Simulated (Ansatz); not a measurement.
The structure below was relaxed with Ansatz (a quantum-chemistry and plane-wave program), PBEsol, PAW, cutoff 420 eV, without spin-orbit coupling, earlier PAW set, at pressure 30 GPa.

```xyz
1
Lattice="-1.3639 1.3639 1.3639 1.3639 -1.3639 1.3639 1.3639 1.3639 -1.3639" Properties=species:S:1:pos:R:3 pbc="T T T"
Li     0.0000     0.0000     0.0000
```

Problem. Find the space group and the Wyckoff positions.

Solution. Space group Im-3m (No. 229); a = 2.728 Å, b = 2.728 Å, c = 2.728 Å, α = 90.00°, β = 90.00°, γ = 90.00°

```json
[
 {"atom": "Li", "site": "2a", "symmetry": "m-3m", "x": "0.0000", "y": "0.0000", "z": "0.0000"}
]
```

Problem. Describe the coordination.

Solution. The crystal has 2 atoms in its conventional cell. Cell: a = b = c = 2.7278 Å, α = β = γ = 90.00°. Li is surrounded by 8 Li at 2.362 Å and 6 Li at 2.728 Å. (Neighbours: up to the widest gap in distance over summed covalent radii, below 1.35, at either atom.)

Load acts through the strain it causes; cell and atoms are relaxed under it. No phonon test of stability was made. Measured, Li leaves this structure (for fcc) near 7.5 GPa (temperature not stated; as listed in Olga Degtyareva, NATO science for peace and security series. B, Physics and biophysics (2010)). The cell was made from Li in the bcc (W type) structure (space group Im-3m, No. 229) by this change: pressure 30 GPa.
